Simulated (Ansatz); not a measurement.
Start from LiNbO3 (space group R3c, No. 161).

```
LiNbO3
1.0
    2.53373     1.46285     4.56243
   -2.53373     1.46285     4.56243
    0.00000    -2.92570     4.56243
Li Nb O
2 2 6
Direct
  0.28114   0.28114   0.28114
  0.78114   0.78114   0.78114
  0.99752   0.99752   0.99752
  0.49752   0.49752   0.49752
  0.10552   0.36572   0.71719
  0.71719   0.10552   0.36572
  0.36572   0.71719   0.10552
  0.21719   0.86572   0.60552
  0.86572   0.60552   0.21719
  0.60552   0.21719   0.86572
```

Cartesian axes are those of the cell as printed.

Computed with Ansatz (a quantum-chemistry and plane-wave program) LDA, scalar-relativistic without spin-orbit coupling.

Perturbation: the cell is stretched by 1.50 % along x with no lateral relaxation; the atoms relax in the strained cell.

Predict the stress tensor and what it implies for the stiffness.

Stress of the strained cell less that of the base (GPa, compression positive):
```
  -3.17    0.00    0.00
   0.00   -0.94   -0.05
   0.00   -0.05   -1.13
```

Then −Δσ_ii/ε with ε = 0.0150 gives secant stiffness values (nonlinear terms included at this strain): C11 ≈ 211 GPa, C12 ≈ 63 GPa and C13 ≈ 75 GPa.

Whether these cells are dynamically stable was not tested.
